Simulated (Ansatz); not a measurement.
Start from WC (space group P-6m2, No. 187; a = 2.913 Å, c = 2.836 Å; relaxed with 0.1 eV smearing). Axes: x lies along a and z along c of the hexagonal cell.

The values are results of r2SCAN in Ansatz (plane waves to 500 eV, PAW, no SOC), earlier PAW set, not measurements.

Base values:

| Item | Value |
|---|---|
| Shortest interatomic distance | 2.200 Å |

Now apply this change: biaxial strain −1.61 %, plane normal [001], relaxed out of plane (Cartesian); in-plane vectors clamped, the third vector and the atoms free.

Question: How does this affect the out-of-plane strain and shortest interatomic distance?

Answer: The out-of-plane strain amounts to +0.59 %; the shortest interatomic distance decreases by 0.015 Å to 2.185 Å.

No phonon test of stability was made. All final runs are without spin polarisation.

Ansatz is a program for electronic structure.
